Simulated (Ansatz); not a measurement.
Take InSb in the zinc blende structure (space group F-43m, No. 216; a = 6.450 Å) as the base. Axes: x, y, z lie along the cube axes.

All numbers come from plane-wave PAW DFT at the LDA level (Ansatz, a first-principles code, 420 eV), no spin-orbit coupling.

Strains are applied to the cell and any free atomic positions relax; under biaxial strain the out-of-plane vector relaxes too.

One change was made to it. Results:

```tsv
quantity	base	after
pressure (mean of the normal stresses, compression positive)	0.0 GPa	0.2 GPa
energy relative to the base (free energy F)	0 meV/atom	+0.3 meV/atom
shortest interatomic distance	5.278 bohr	5.270 bohr
band gap	zero	zero
```

Problem. What was done to the base?
(A) biaxial strain −0.50 %, plane normal [001], relaxed out of plane
(B) biaxial strain −3.00 %, plane normal [001], relaxed out of plane
(C) biaxial strain −2.00 %, plane normal [001], relaxed out of plane

Solution. A, biaxial strain −0.50 %, plane normal [001], relaxed out of plane. For comparison, the energy relative to the base in the other runs: biaxial strain −2.00 %, plane normal [001], relaxed out of plane gives +5.5 meV/atom; biaxial strain −3.00 %, plane normal [001], relaxed out of plane gives +13 meV/atom.

With Sb present, leaving out spin-orbit coupling can change the band edges. Whether these cells are dynamically stable was not tested. The final runs are not spin-polarised. The zero or small gap of InSb can change with the level of theory.
